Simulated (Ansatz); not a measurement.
Where the default PAW files enter, the runs use the earlier of Ansatz's two default sets.

The decay constant κ of evanescent states in the gap governs leakage through a thin film.

Input:

```yaml
crystal:
  lattice:
    - [2.84710, 0.00000, 0.00000]
    - [0.00000, 12.90802, 0.00000]
    - [0.00000, 6.45401, 3.72622]
  atoms:
    - { symbol: Si, position: [0.25000, 0.76892, 0.05603] }
    - { symbol: Si, position: [0.75000, 0.23108, 0.94397] }
    - { symbol: Si, position: [0.75000, 0.59387, 0.63721] }
    - { symbol: Si, position: [0.25000, 0.40613, 0.36279] }
    - { symbol: Si, position: [0.25000, 0.82495, 0.58118] }
    - { symbol: Si, position: [0.75000, 0.17505, 0.41882] }
    - { symbol: N, position: [0.25000, 0.66667, 0.00000] }
    - { symbol: N, position: [0.75000, 0.33333, 0.00000] }
    - { symbol: N, position: [0.25000, 0.03081, 0.63904] }
    - { symbol: N, position: [0.75000, 0.96919, 0.36096] }
    - { symbol: N, position: [0.75000, 0.70066, 0.26853] }
    - { symbol: N, position: [0.25000, 0.29934, 0.73147] }
    - { symbol: N, position: [0.25000, 0.66985, 0.62949] }
    - { symbol: N, position: [0.75000, 0.33015, 0.37051] }
```

Space group of this cell: P6_3/m. The cell is strained (all lengths scaled by 0.98); by r2SCAN its mean pressure is 18.0 GPa.

Transport runs along the normal of the first two printed cell vectors, the (110) plane of the conventional cell.

The gap is the functional's own, uncorrected, and κ follows it; spin-orbit coupling is left out. Mid-gap values are interpolated between the computed energies.

Task: Estimate the band gap and the smallest decay constant κ at mid-gap that r2SCAN (Ansatz, a first-principles code) returns for this system.

Result: Gap 5.26 eV on a 10×8×8 mesh; κ = 0.414 1/Å, at (0.000, 0.500) of the in-plane reciprocal vectors. At the zone centre, at the nearest computed energy, the slowest state has κ = 0.42 1/Å.
